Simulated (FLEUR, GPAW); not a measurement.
A GPAW input for a self-consistent single point of Hf2Hg (I4/mmm, 3 atoms in the cell) (DFT LDA (Perdew-Wang 92), plane waves, GPAW PAW datasets LDA (gpaw-data 1.0.1)):

```python
from ase import Atoms
from ase.units import GPa
from gpaw import GPAW

atoms = Atoms(['Hf', 'Hf', 'Hg'],
              cell=[[-1.651054, 1.651054, 5.752822],
                    [1.651054, -1.651054, 5.752822],
                    [1.651054, 1.651054, -5.752822]],
              positions=[[0.000000, -0.000000, 7.659652],
                         [-0.000000, 0.000000, 3.845992],
                         [0.000000, 0.000000, 0.000000]],
              pbc=True)

calc = GPAW(mode={'name': 'pw', 'ecut': 600},
            xc='LDA',
            kpts={'size': (10, 10, 10), 'gamma': True},
            occupations={'name': 'methfessel-paxton', 'width': 0.05, 'order': 0},
            nbands=-9,
            symmetry={'symmorphic': False, 'tolerance': 0.0005},
            maxiter=150,
            txt='-')

atoms.calc = calc

energy = atoms.get_potential_energy()
print('Energy (eV):', round(energy, 6))
forces = atoms.get_forces()
print('Forces (eV/Ang):')
print(forces.round(5))
stress = atoms.get_stress()
print('Stress (GPa, Voigt):', (stress / GPa).round(4))
```

### Question
Give the FLEUR input for the same structure, mesh, smearing and functional.

### Answer
One input that does it (others would too):

Input of the input generator:

```
scf Hf2Hg
&input film=f /
-3.1200398770 3.1200398770 10.8712580237
3.1200398770 -3.1200398770 10.8712580237
3.1200398770 3.1200398770 -10.8712580237
1.0
1.0 1.0 1.0

3
72 0.6657300000 0.6657300000 0.0000000000
72 0.3342700000 0.3342700000 0.0000000000
80 0.0000000000 0.0000000000 0.0000000000

&comp jspins=1 /
&exco xctyp='pz' /
&kpt div1=10 div2=10 div3=10 gamma=t /
&end /
```

```xml
<?xml version="1.0" encoding="UTF-8" standalone="no"?>
<fleurInput fleurInputVersion="0.39">
   <comment>
      scf Hf2Hg                                                                                           
   </comment>
   <calculationSetup>
      <cutoffs Kmax="3.8" Gmax="15.2" GmaxXC="15.2" numbands="0"/>
      <scfLoop itmax="60" minDistance="0.00001" maxIterBroyd="40" imix="Anderson" alpha="0.05" precondParam="0.0" spinf="2.0"/>
      <coreElectrons ctail="T" frcor="F" kcrel="0" coretail_lmax="0"/>
      <xcFunctional name="pz" relativisticCorrections="F"/>
      <magnetism jspins="1"/>
      <soc l_soc="F" theta="0.0" phi="0.0" spav="F"/>
      <expertModes spex="0" secvar="F"/>
      <geometryOptimization l_f="T" forcealpha="1.0" forcemix="BFGS" epsdisp="0.00001" epsforce="0.00001"/>
      <ldaU l_linMix="F" mixParam="0.05" spinf="1.0"/>
   </calculationSetup>
   <cell>
      <bzIntegration valenceElectrons="70.0" mode="gauss" fermiSmearingEnergy="0.00183747">
         <kPointListSelection listName="default-1"/>
         <!-- k-points included here -->
         <xi:include xmlns:xi="http://www.w3.org/2001/XInclude" href="kpts.xml"> </xi:include>
      </bzIntegration>
      <!-- symmetry operations included here -->
      <xi:include xmlns:xi="http://www.w3.org/2001/XInclude" href="sym.xml"> </xi:include>
      <bulkLattice scale="1.0">
         <bravaisMatrix>
            <row-1>   -3.1200398770000000     3.1200398770000000    10.8712580236999994</row-1>
            <row-2>    3.1200398770000000    -3.1200398770000000    10.8712580236999994</row-2>
            <row-3>    3.1200398770000000     3.1200398770000000   -10.8712580236999994</row-3>
         </bravaisMatrix>
      </bulkLattice>
   </cell>
   <atomSpecies>
      <species name="Hafnium (Hf)" element="Hf" atomicNumber="72">
         <mtSphere radius="2.61" gridPoints="919" logIncrement="0.015"/>
         <atomicCutoffs lmax="10" lnonsphr="8"/>
         <electronConfig flipSpins="F">
            <coreConfig>(1s1/2) (2s1/2) (2p1/2) (2p3/2) (3s1/2) (3p1/2) (3p3/2) (4s1/2) (3d3/2) (3d5/2) (4p1/2) (4p3/2) (4d3/2) (4d5/2)</coreConfig>
            <valenceConfig>(5s1/2) (5p1/2) (5p3/2) (6s1/2) (4f5/2) (4f7/2) (5d3/2) (5d5/2)</valenceConfig>
            <stateOccupation state="(5d3/2)" spinUp="0.4" spinDown="0.4"/>
            <stateOccupation state="(5d5/2)" spinUp="0.6" spinDown="0.6"/>
         </electronConfig>
         <energyParameters s="6" p="6" d="5" f="5"/>
         <lo type="SCLO" l="0" n="5" eDeriv="0"/>
         <lo type="SCLO" l="1" n="5" eDeriv="0"/>
         <lo type="SCLO" l="3" n="4" eDeriv="0"/>
      </species>
      <species name="Mercury (Hg)" element="Hg" atomicNumber="80">
         <mtSphere radius="2.61" gridPoints="919" logIncrement="0.015"/>
         <atomicCutoffs lmax="10" lnonsphr="8"/>
         <electronConfig flipSpins="F">
            <coreConfig>(1s1/2) (2s1/2) (2p1/2) (2p3/2) (3s1/2) (3p1/2) (3p3/2) (4s1/2) (3d3/2) (3d5/2) (4p1/2) (4p3/2) (5s1/2) (4d3/2) (4d5/2) (4f5/2) (4f7/2)</coreConfig>
            <valenceConfig>(5p1/2) (5p3/2) (6s1/2) (5d3/2) (5d5/2)</valenceConfig>
         </electronConfig>
         <energyParameters s="6" p="6" d="5" f="5"/>
         <lo type="SCLO" l="1" n="5" eDeriv="0"/>
         <lo type="HELO" l="2" n="6" eDeriv="0"/>
      </species>
   </atomSpecies>
   <atomGroups>
      <atomGroup species="Hafnium (Hf)">
         <relPos label="                   1">-.3342700000 -.3342700000 .0000000000</relPos>
         <relPos label="                   2">.3342700000 .3342700000 .0000000000</relPos>
         <force calculate="T" relaxXYZ="TTT"/>
      </atomGroup>
      <atomGroup species="Mercury (Hg)">
         <relPos label="                   3">.0000000000 .0000000000 .0000000000</relPos>
         <force calculate="T" relaxXYZ="TTT"/>
      </atomGroup>
   </atomGroups>
   <output dos="F" band="F" slice="F">
      <checks vchk="F" cdinf="F"/>
      <bandDOS minEnergy="-.5*Htr" maxEnergy="0.5*Htr" sigma="0.015" storeEVData="T"/>
      <vacuumDOS vacdos="F" integ="F" star="F" nstars="0" locx1="0.0" locy1="0.0" locx2="0.0" locy2="0.0" nstm="0" tworkf="0.0"/>
      <unfoldingBand unfoldBand="F" supercellX="1" supercellY="1" supercellZ="1"/>
      <plotting iplot="0" polar="F">
         <plot TwoD="T" vec1="  1.0  0.0  0.0" vec2="  0.0  1.0  0.0" vec3="  0.0  0.0  1.0" zero="  0.0  0.0  0.0" file="plot"/>
      </plotting>
      <chargeDensitySlicing numkpt="0" minEigenval="0.0" maxEigenval="0.0" nnne="0" pallst="F"/>
      <specialOutput eonly="F"/>
      <magneticCircularDichroism mcd="F" energyLo="-10.0" energyUp="0.0"/>
   </output>
  <!-- We include the file relax.xml here to enable relaxations (see documentation) -->
  <xi:include xmlns:xi="http://www.w3.org/2001/XInclude" href="relax.xml"> <xi:fallback/> </xi:include>
</fleurInput>
```

Basis, cutoffs, solver keys and any potentials are the target program's own. This input uses DFT, LDA (Perdew-Zunger), all-electron FLAPW (FLEUR), scalar-relativistic valence. LDA parametrisations can differ slightly between programs.

The starting cell comes from a database of computed structures (which also holds hypothetical and non-ambient phases and stackings), without a prior relaxation at this level. Its lattice was rescaled by a random factor within 2.5 % of one.
